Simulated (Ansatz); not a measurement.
Base system: CdSe in the zinc blende structure (space group F-43m, No. 216).

Space group F-43m (No. 216); a = 6.082 Å, b = 6.082 Å, c = 6.082 Å, α = 90.00°, β = 90.00°, γ = 90.00°

```csv
atom,site,symmetry,x,y,z
Cd,4a,-43m,0.0000,0.0000,0.0000
Se,4d,-43m,0.7500,0.7500,0.7500
```
(The calculation used a cell of 2 atoms; values per cell refer to that cell.)

Method: DFT with PBEsol, PAW potentials and a 420 eV plane-wave cutoff in Ansatz (a quantum-chemistry and plane-wave program), no spin-orbit coupling.

Base values:

- Hole mass = 0.050, 0.66, 0.66 mₑ (at Γ)
- Electron mass = 0.049 mₑ (at Γ)

It is then changed as follows: every lattice vector is shortened by 0.50 %; the atoms relax in the strained cell.

Task: How does this affect the hole mass, electron mass and mean gap deformation potential ΔEg/Δln V?

Result: The hole mass (degenerate bands, along [100]) changes from 0.050, 0.66, 0.66 mₑ (at Γ) to 0.052, 0.65, 0.65 mₑ (at Γ); the electron mass changes from 0.049 mₑ (at Γ) to 0.051 mₑ (at Γ); the mean gap deformation potential ΔEg/Δln V is -1.9 eV.

Effective masses come from finite differences of ±0.01 Å⁻¹. Gaps are Kohn–Sham eigenvalue differences; semilocal functionals usually give less than the measured gap. Whether these cells are dynamically stable was not tested.
